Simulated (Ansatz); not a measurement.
An Ansatz (a quantum-chemistry and plane-wave program) run: hypothetical P4/nmm BeS with a change (isotropic strain −0.64 %); Ansatz, PBEsol, PAW, cutoff 420 eV, spin-orbit coupling left out.

Input:

Ansatz 0.2 input:
```yaml
crystal:
  lattice:
    - [3.4300193904, 0, 0]
    - [0, 3.4300193904, 0]
    - [0, 0, 5.5847994334]
  atoms:
    - { symbol: Be, position: [0.5, 0.5, 0.5] }
    - { symbol: Be, position: [0, 0, 0.5] }
    - { symbol: S, position: [0.5, 0, 0.7169789754] }
    - { symbol: S, position: [0, 0.5, 0.2830210246] }
basis: { ecutwfc: 420, ecutrho_ratio: 4, xc_grid: 2, fft_grid_basis: typed }
kpoints: { mp_grid: { grid: [10, 10, 6] } }
hamiltonian:
  xc: pbesol
  dispersion: none
  pseudopotentials: { kind: paw }
scf: { occupations: { method: fermi_dirac, width: 0.05 }, convergence: { dr2_threshold: 0.0000000004 } }
relax: { f_tol: 0.005, max_steps: 50 }
output: { forces: true, stress: true }
checkpoint: { write: state.ck, write_every: 1000 }
```

Output (explanatory and most iteration lines left out):

```
Relaxation: its limit of steps is 50 (relax.max_steps)
Pseudopotential: Be, paw, valence charge 2
Pseudopotential: S, paw, valence charge 6
Crystal: 4 atoms, lattice volume = 65.705 Å³
Basis set: ecut = 420 eV, 1287 PW (Γ), exchange–correlation on 48×48×80 points (8 copies of the dense FFT grid, shifted against one another)
Bands: 12, of which v1, the nominal top of the filled ones, is band 8 counted from 1 (7 counted from 0)
Symmetry: 16 space group operations
Space group: P4/nmm (ITA 129), of the structure as read, at distance tolerance 4.0e-5 Å
k-points: 84 of 600
Functional: x = pbesol(κ = 0.804, μ = 0.12345679012345678), c = pbesol(β = 0.046)
SCF iter   1: F=—  HF=-1954.191927 eV  |F-HF|=—  |Δ(HF+E_count)|=         —  Δρ=2.50e-3  dr2=8.68e-3  ethr=1.77e-3  ⟨swp⟩=6.9  Hψ=7749  notcnv=0
SCF iter   2: F=—  HF=-1954.190722 eV  |F-HF|=—  |Δ(HF+E_count)|=   1.21e-3  Δρ=1.56e-3  dr2=3.43e-3  ethr=5.42e-5  ⟨swp⟩=2.4  Hψ=2332  notcnv=0
SCF 1 converged in 7 iterations: F = -1954.190312 eV  dr2 = 3.11e-11
relax step   1: F+E_penalty+E_count = -1954.19031184 eV  Δ(F+E_penalty+E_count) = +0.000e0 eV  max|allowed force component| = 2.198e-1 eV/Å  Δτ_max = 0.0000 Å  (7 SCF iters, accepted)
Crystal: 4 atoms, lattice volume = 65.705 Å³
SCF iter   1: F=—  HF=-1954.193264 eV  |F-HF|=—  |Δ(HF+E_count)|=         —  Δρ=5.33e-4  dr2=2.54e-4  ethr=1.52e-6  ⟨swp⟩=2.1  Hψ=4901  notcnv=0
SCF iter   2: F=—  HF=-1954.193198 eV  |F-HF|=—  |Δ(HF+E_count)|=   6.57e-5  Δρ=2.24e-4  dr2=5.54e-5  ethr=1.52e-6  ⟨swp⟩=2.0  Hψ=1431  notcnv=0
SCF 2 converged in 7 iterations: F = -1954.193216 eV  dr2 = 2.98e-12
relax step   2: F+E_penalty+E_count = -1954.19321552 eV  Δ(F+E_penalty+E_count) = -2.904e-3 eV  max|allowed force component| = 7.188e-2 eV/Å  Δτ_max = 0.0100 Å  (7 SCF iters, accepted)
Crystal: 4 atoms, lattice volume = 65.705 Å³
SCF iter   1: F=—  HF=-1954.193549 eV  |F-HF|=—  |Δ(HF+E_count)|=         —  Δρ=2.60e-4  dr2=6.00e-5  ethr=3.82e-6  ⟨swp⟩=2.0  Hψ=3366  notcnv=0
SCF iter   2: F=—  HF=-1954.193569 eV  |F-HF|=—  |Δ(HF+E_count)|=   2.01e-5  Δρ=1.09e-4  dr2=1.28e-5  ethr=3.75e-7  ⟨swp⟩=2.2  Hψ=2009  notcnv=0
SCF 3 converged in 6 iterations: F = -1954.193565 eV  dr2 = 2.31e-11
relax step   3: F+E_penalty+E_count = -1954.19356535 eV  Δ(F+E_penalty+E_count) = -3.498e-4 eV  max|allowed force component| = 2.787e-4 eV/Å  Δτ_max = 0.0049 Å  (6 SCF iters, accepted)
SCF converged after 6 iterations
Free energy (F): -1954.193565 eV
Internal energy: -1954.193565 eV  (E = F + TS)
E sigma→0 (E₀):  -1954.193565 eV
Fermi energy:    5.241920 eV
--- Forces (eV/Å), atoms counted from 1 ---
  atom   1  Be     0.00000000     0.00000000     0.00000000
  atom   2  Be    -0.00000000     0.00000000    -0.00000000
  atom   3  S     -0.00000000     0.00000000    -0.00027865
  atom   4  S      0.00000000     0.00000000     0.00027865
--- Stress (GPa, compression-positive) ---
        0.971463       0.000000      -0.000000
        0.000000       0.971463       0.000000
       -0.000000       0.000000       0.083102
  P = ⅓ Tr σ = 0.6753 GPa (6.753 kbar)
--- Relaxed structure (3 steps of the walk, 3 accepted, 0 SCFs on fresh bases) ---
  atoms:
    - { symbol: Be, position: [0.5, 0.5, 0.5000000000000001] }
    - { symbol: Be, position: [1.5704241580336607e-34, 0.0, 0.5000000000000001] }
    - { symbol: S, position: [0.5, 0.0, 0.7196382382814567] }
    - { symbol: S, position: [-1.5923574563302203e-34, 0.5, 0.2803617617185436] }
```

Stability against distortions was not tested. The cell was made from BeS (space group P4/nmm, No. 129; a hypothetical phase, not in the database extracts checked; layered, stacked along the Cartesian z axis) by this change: isotropic strain −0.64 %. No dispersion term is included in the PBEsol runs.
